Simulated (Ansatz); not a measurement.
Os in the hcp (Mg type) structure; conventional cell a = b = 2.728 Å, c = 4.312 Å, α = β = 90.00°, γ = 120.00°.

Spin-orbit coupling is not included.

### Question
By how much do the lattice constants and the volume change from 300 K to 775 K (quasi-harmonic approximation, PBEsol density-functional theory in Ansatz (plane waves, PAW)), and how far does the bulk modulus soften?

### Answer
a by 0.23 %, c by 0.28 %, the volume by 0.75 %; B_T goes from 421 to 404 GPa. Whether this phase is the stable one at each condition was not tested.

The PAW data sets were generated under PBE and serve the other functionals too.

Ansatz is an electronic-structure program.
